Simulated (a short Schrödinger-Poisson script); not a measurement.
Structure: gated In0.52Al0.48As/In0.53Ga0.47As δ-doped gas in a quantum well, at 20 K.

| layer | material | thickness (nm) | Na (cm⁻³) |
|---|---|---|---|
| 1 | In0.52Al0.48As | 20 | - |
| 2 | In0.52Al0.48As | 5 | - |
| 3 | In0.53Ga0.47As | 6 | - |
| 4 | In0.52Al0.48As | 4000 | 3e15 |

Constants are typed, rounded textbook-type inputs, not results; the design itself was drawn at random and stands for no fabricated device. In0.52Al0.48As: permittivity 12.5, conduction-band edge (eV) 0.52, gap (eV) 1.45, electron mass (mₑ) 0.075, Nv at 300 K (cm⁻³) 1.1e19. In0.53Ga0.47As: permittivity 13.9, conduction-band edge (eV) 0, gap (eV) 0.74, Nv at 300 K (cm⁻³) 7.7e18.

Channel valleys (confinement mass, in-plane density-of-states mass, number): Γ 0.041, 0.041, 1. At the gate the conduction-band edge of layer 1 lies 0.65 eV − eVg above the Fermi level of the channel; the field vanishes at the back. Sheet of ionised δ-doping: +2.5e12 e/cm² at 20 nm from the gate. The barrier under the gate holds no holes. Gaps are held at their typed values at every temperature. Mesh 0.08 nm at interfaces.

Solved with a short Schrödinger-Poisson script written for these runs: 1D Poisson equation in equilibrium, electrons quantum, Hartree plus LDA exchange-correlation (BenDaniel-Duke, 40 states a valley, the channel's in-plane mass for all, wave functions free to enter the barrier), parabolic valleys, classical holes, full ionisation, no traps, pinning or gate leakage.

The same stack at other levels of the model or other numerical settings:

```csv
run,sheet density of all electrons at Vg = 0.4 V (cm⁻²),sheet density of all electrons at Vg = -0.1 V (cm⁻²),capacitance at Vg = 0.4 V (μF/cm²),centroid of the channel electrons at Vg = 0.4 V (nm),rough cost against the base
base,1.86e12,7.25e11,0.366,2.78,about 1
"electrons treated as classical, Boltzmann",2.49e12,…,0.440,0.26,0.01
"electrons treated as classical, Fermi-Dirac",1.86e12,…,0.353,…,0.06
"electrons treated as quantum, Hartree",1.82e12,6.97e11,0.364,2.79,0.6
mesh six times as coarse,1.86e12,7.22e11,0.366,2.77,0.3
one subband a valley,1.86e12,7.25e11,0.366,2.78,0.3
```

Question: Fill in the missing entries.

Answer: 
- electrons treated as classical, Boltzmann, sheet density of all electrons at Vg = -0.1 V (cm⁻²): 1.12e12
- electrons treated as classical, Fermi-Dirac, centroid of the channel electrons at Vg = 0.4 V (nm): 2.69
- electrons treated as classical, Fermi-Dirac, sheet density of all electrons at Vg = -0.1 V (cm⁻²): 7.88e11

The classical rows ignore confinement, and Boltzmann statistics overrate the density once the band edge passes the Fermi level.
